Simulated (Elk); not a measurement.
A self-consistent single point of Ba (Im-3m, 1 atom in the cell) with Elk.

Level of theory: Elk with PBEsol, all-electron FP-LAPW, Elk's shipped species files, default APW+lo basis.

```
Ba
1.0
   -2.55995     2.55995     2.55995
    2.55995    -2.55995     2.55995
    2.55995     2.55995    -2.55995
Ba
1
Direct
  0.00000   0.00000   0.00000
```

Reference input (self-consistent single point, DFT, PBE, all-electron FP-LAPW, Elk's shipped species files, default APW+lo basis): xctype = 20; swidth = 0.00183747 Ha; ngridk = 12 12 12; maxscl = 100. This run's input differs from it in these lines:

```diff
@@ -4,3 +4,3 @@
 xctype
-  20
+  22
```

Output, abridged:

```
│ Self-consistent loop started │
│ Loop number : 1 │
 total energy                :     -8138.06850693
│ Loop number : 2 │
 total energy                :     -8138.06633711
RMS change in Kohn-Sham potential (target) :   0.6895318426E-01 (  0.1000000000E-05)
Absolute change in total energy (target)   :   0.2169823265E-02 (  0.1000000000E-03)
│ Loop number : 3 │
 total energy                :     -8137.96352774
RMS change in Kohn-Sham potential (target) :   0.6395451082E-01 (  0.1000000000E-05)
Absolute change in total energy (target)   :   0.1033518260     (  0.1000000000E-03)
│ Loop number : 4 │
   [... lines left out ...]
Absolute change in total energy (target)   :   0.1123060680E-02 (  0.1000000000E-03)
│ Loop number : 12 │
 total energy                :     -8136.20991744
RMS change in Kohn-Sham potential (target) :   0.1207470054E-06 (  0.1000000000E-05)
Absolute change in total energy (target)   :   0.2712641081E-03 (  0.1000000000E-03)
│ Loop number : 13 │
 total energy                :     -8136.20991853
RMS change in Kohn-Sham potential (target) :   0.6380769217E-07 (  0.1000000000E-05)
Absolute change in total energy (target)   :   0.6673057396E-04 (  0.1000000000E-03)
Convergence targets achieved

│ Loop number : 14 │

Energies :
 Fermi                       :     0.135478005960
 total energy                :     -8136.20991982

Density of states at Fermi energy :    34.39570245
 (states/Hartree/unit cell)

Estimated indirect band gap :   0.2716899931E-02
 from k-point     65 to k-point     64
Estimated direct band gap   :   0.4851283667E-02
 at k-point     64

Charges :
 core                        :    36.00000000
 valence                     :    20.00000000
 interstitial                :    2.390872384
 muffin-tins (core leakage)
  species :    1 (Ba)
   atom    1                 :    53.60912762     (  0.5324164832E-05)
 total in muffin-tins        :    53.60912762
 total calculated charge     :    55.99843386
 total charge                :    56.00000000
 error                       :   0.1566144802E-02

│ Self-consistent loop stopped │
```

The run converged in 14 iterations. The count includes the last loop, which Elk runs after its targets are met. 

The starting cell has typed, rounded lattice constants, without a prior relaxation at this level. Its lattice was rescaled by a random factor within 2.5 % of one. Values depend on the basis (sphere radii, cutoffs, local orbitals), which need not be converged. The log's line on a gap gives a spacing of levels on this mesh, which the program prints for metals too.
